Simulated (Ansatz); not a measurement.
Take TiAl (space group P4/mmm, No. 123; a = 2.766 Å, c = 4.002 Å; relaxed with 0.1 eV smearing) as the base. Axes: x, y, z lie along a, b, c of the conventional cell.

Method: plane-wave PAW DFT at the LDA level (Ansatz, a first-principles code, 420 eV), scalar-relativistic without spin-orbit coupling.

Base values:

- Pressure: 0.0 GPa

It is then changed as follows: uniaxial strain ε_zz = −3.00 %, all other strain components held at zero; the atoms relax in the strained cell.

### Question
Estimate the effect on the energy relative to the base and pressure.

### Answer
The energy increases by 7.8 meV/atom; the pressure (mean of the normal stresses, compression positive) goes from zero to 4.0 GPa.

No phonon test of stability was made. All final runs are without spin polarisation.
